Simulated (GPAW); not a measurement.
## A self-consistent single point of Bi (R-3m, 2 atoms in the cell) with GPAW

Computed with GPAW with PBE, real-space grid, GPAW PAW datasets PBE (gpaw-data 1.0.1).

Input as run:

```python
from ase import Atoms
from gpaw import GPAW

atoms = Atoms(['Bi', 'Bi'],
              cell=[[4.125411, -2.252932, 0.000000],
                    [4.125411, 2.252932, 0.000000],
                    [2.895060, 0.000000, 3.703154]],
              positions=[[2.608136, 0.000000, 0.866538],
                         [8.537746, -0.000000, 2.836616]],
              pbc=True)

calc = GPAW(mode='fd',
            h=0.18,
            xc='PBE',
            kpts=(5, 5, 5),
            occupations={'name': 'methfessel-paxton', 'width': 0.1, 'order': 1},
            nbands=-8,
            convergence={'density': 1e-05, 'energy': 1e-05},
            symmetry={'symmorphic': False, 'tolerance': 0.0005},
            maxiter=100)

atoms.calc = calc

energy = atoms.get_potential_energy()
print('Energy (eV):', round(energy, 6))
forces = atoms.get_forces()
print('Forces (eV/Ang):')
print(forces.round(5))
```

Log, with long lists cut:

```
Input parameters:
  convergence: {density: 1e-05,
                energy: 1e-05}
  h: 0.18
  kpts: [5 5 5]
  maxiter: 100
  mode: fd
  nbands: -8
  occupations: {name: methfessel-paxton,
                order: 1,
                width: 0.1}
  symmetry: {symmorphic: False,
             tolerance: 0.0005}
  xc: PBE

species:
  Bi:
    name: Bismuth
    Z: 83.0
    valence: 15
    core: 68
    charge: 0.0
    file: Bi.PBE.gz

    # Using partial waves for Bi as LCAO basis

Reference energy: -1169696.765905  # eV

Spin-paired calculation

Convergence criteria:
 Maximum [total energy] change in last 3 cyles: 1e-05 eV / valence electron
 Maximum integral of absolute [dens]ity change: 1e-05 electrons / valence electron
 Maximum integral of absolute [eigenst]ate change: 4e-08 eV^2 / valence electron
 Maximum number of scf [iter]ations: 100

Symmetries present (total): 12
Symmetries with fractional translations: 0
125 k-points: 5 x 5 x 5 Monkhorst-Pack grid
19 k-points in the irreducible part of the Brillouin zone
       k-points in crystal coordinates                weights
   0:     0.00000000    0.00000000    0.00000000          1/125
   1:     0.20000000    0.00000000   -0.20000000          6/125
   2:     0.20000000    0.00000000    0.00000000          6/125
   [... 7 lines left out ...]
          ...
  18:     0.40000000    0.40000000    0.40000000          2/125

Wave functions: Uniform real-space grid
  Kinetic energy operator: 12*3+1=37 point O(h^6) finite-difference Laplacian

Occupation numbers: Methfessel-Paxton:
  width: 0.1000  # eV
  order: 1

Eigensolver

Densities:
  Coarse grid: 20*20*20 grid
  Fine grid: 40*40*40 grid
  Total Charge: 0.000000

Density mixing:
  Method: separate
  Backend: pulay
  Linear mixing parameter: 0.05
  old densities: 5
  Damping of long wavelength oscillations: 50

Hamiltonian:
  XC and Coulomb potentials evaluated on a 40*40*40 grid
  Interpolation: tri-quintic (5. degree polynomial)
  Poisson solver: FastPoissonSolver using
    Stencil: 12*3+1=37 point O(h^6) finite-difference Laplacian
    FFT axes: [np.int64(0), np.int64(1), np.int64(2)]
    FST axes: []

XC parameters: PBE with 2 nearest neighbor stencil

Number of atoms: 2
Number of atomic orbitals: 18
Number of bands in calculation: 23
Number of valence electrons: 30
Bands to converge: occupied

Density initialized from atomic densities
  18 bands from LCAO basis set
  5 bands from random numbers

Atomic positions and initial magnetic moments

Positions:
   0 Bi     2.608136    0.000000    0.866538    ( 0.0000,  0.0000,  0.0000)
   1 Bi     8.537746   -0.000000    2.836616    ( 0.0000,  0.0000,  0.0000)

Unit cell:
           periodic     x           y           z      points  spacing
  1. axis:    yes    4.125411   -2.252932    0.000000    20     0.1852
  2. axis:    yes    4.125411    2.252932    0.000000    20     0.1852
  3. axis:    yes    2.895060    0.000000    3.703154    20     0.1852

  Lengths:   4.700502   4.700502   4.700502
  Angles:   57.278877  57.278877  57.278872

Effective grid spacing dv^(1/3) = 0.2049

     iter     time        total  log10-change:
                         energy   eigst   dens
iter:   1 --:--:--    -9.329433
iter:   2 --:--:--    -9.396843   -0.86  -1.77
iter:   3 --:--:--    -9.403473   -1.80  -1.77
iter:   4 --:--:--    -9.422983   -2.05  -1.76
iter:   5 --:--:--    -9.424933   -2.87  -2.44
iter:   6 --:--:--    -9.428707   -3.54  -2.49
iter:   7 --:--:--    -9.423545   -3.02  -2.36
iter:   8 --:--:--    -9.424215   -3.84  -2.64
iter:   9 --:--:--    -9.424603   -3.88  -2.71
iter:  10 --:--:--    -9.424287   -3.68  -2.88
iter:  11 --:--:--    -9.424338   -4.27  -2.98
iter:  12 --:--:--    -9.424314c  -5.04  -3.56
iter:  13 --:--:--    -9.424312c  -5.66  -3.73
iter:  14 --:--:--    -9.424311c  -6.54  -3.71
iter:  15 --:--:--    -9.424318c  -6.73  -3.73
iter:  16 --:--:--    -9.424310c  -6.87  -3.65
iter:  17 --:--:--    -9.424306c  -7.13  -3.73
iter:  18 --:--:--    -9.424296c  -5.90  -3.77
iter:  19 --:--:--    -9.424290c  -5.61  -3.83
iter:  20 --:--:--    -9.424290c  -6.89  -4.48
iter:  21 --:--:--    -9.424290c  -7.50c -4.59
iter:  22 --:--:--    -9.424290c  -7.89c -4.49
iter:  23 --:--:--    -9.424290c  -8.74c -4.51
iter:  24 --:--:--    -9.424290c  -8.24c -4.44
iter:  25 --:--:--    -9.424290c  -7.69c -4.43
iter:  26 --:--:--    -9.424290c  -8.05c -4.64
iter:  27 --:--:--    -9.424290c  -7.50c -4.71
iter:  28 --:--:--    -9.424290c  -7.93c -5.16c

Converged after 28 iterations.

Dipole moment: (2.221701, 0.000000, 0.738147) |e|*Ang

Energy contributions relative to reference atoms: (reference = -1169696.765905)

Kinetic:        +36.565277
Potential:      -33.695056
External:        +0.000000
XC:              -9.369747
Entropy (-ST):   +0.000414
Local:           -2.925040
SIC:             +0.000000
--------------------------
Free energy:     -9.424152
Extrapolated:    -9.424290

Showing only first 2 kpts
 Kpt  Band  Eigenvalues  Occupancy
  0    13      5.07717    2.00000
  0    14      5.07717    2.00000
  0    15      8.85753   -0.00000
  0    16      9.34403    0.00000

  1    13      5.52072    2.00000
  1    14      5.56101    2.00000
  1    15      6.90504   -0.00000
  1    16      7.17957   -0.00000

Fermi level: 6.44403

Gap: 0.304 eV
Transition (v -> c):
  (s=0, k=13, n=14, [0.40, 0.20, 0.20]) -> (s=0, k=9, n=15, [0.40, 0.00, 0.00])
Direct/indirect transitions are different
Direct gap: 0.548 eV
Transition at: (s=0, k=13, n=14, [0.40, 0.20, 0.20])
Energy (eV): -9.42429

Forces in eV/Ang:
  0 Bi    0.15643    0.00000    0.05197
  1 Bi   -0.15643   -0.00000   -0.05197
```

The run converged in 28 iterations.

The starting cell has typed, rounded lattice constants, without a prior relaxation at this level. Its lattice was rescaled by a random factor within 2.5 % of one. Spin-orbit coupling is off. The log's line on a gap gives a spacing of levels on this mesh, which the program prints for metals too.

Cost on one core of a shared machine: roughly 50 s.
